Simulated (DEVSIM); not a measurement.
Schottky contact on n-type InP

Device: Schottky contact on n-type InP, at 300 K.

```csv
layer (left to right),material,thickness (μm),Nd (cm⁻³),τn (s),τp (s)
1,InP,0.510,6e16,7.9e-8,7.9e-8
```

Left contact: Schottky, work function 5.1 eV, emission velocity 2e6 cm/s. Right contact: ohmic. Voltage is applied to the left contact. Recombination: SRH at mid-gap, Auger. Mobility is constant in doping.

This is a model device: material constants are rounded textbook-type values typed into the input, and sizes, dopings and lifetimes were drawn at random. Values at 300 K.

```
parameter         InP
-------------  ------
gap (eV)        1.344
affinity (eV)    4.38
permittivity     12.5
Nc (cm⁻³)      5.7e17
Nv (cm⁻³)      1.1e19
μn (cm²/Vs)      5200
μp (cm²/Vs)       170
Cn (cm⁶/s)      9e-31
Cp (cm⁶/s)      9e-31
```

DEVSIM, 1D drift-diffusion, Boltzmann statistics, complete ionisation; no tunnelling, impact ionisation, image-force lowering or self-heating. Metal contacts follow the ideal Schottky-Mott rule: no Fermi-level pinning, no interface dipoles.

Potential step across the device at zero bias: 0.662 V
Largest field in the device at zero bias: 100000 V/cm
Dark forward voltage at 1 A/cm²: 0.407 V
Dark forward voltage at 100 A/cm²: 0.526 V

Dark reverse current:

| V (V) | J (A/cm²) |
|---|---|
| -0.10 | -1.4e-7 |
| -0.25 | -1.5e-7 |
| -0.50 | -1.5e-7 |
| -0.75 | -1.5e-7 |
| -1.00 | -1.5e-7 |
| -1.50 | -1.5e-7 |
| -2.00 | -1.5e-7 |
| -2.50 | -1.5e-7 |
| -3.25 | -1.5e-7 |
| -4.00 | -1.5e-7 |
| -5.00 | -1.5e-7 |

Dark forward current:

(V (V), J (A/cm²)): (0.05, 8.6e-7); (0.10, 6.8e-6); (0.15, 4.8e-5); (0.20, 0.00033); (0.25, 0.0023); (0.30, 0.016); (0.35, 0.11); (0.40, 0.76); (0.45, 5.3); (0.50, 36); (0.55, 250); (0.60, 1600); (0.65, 8600)
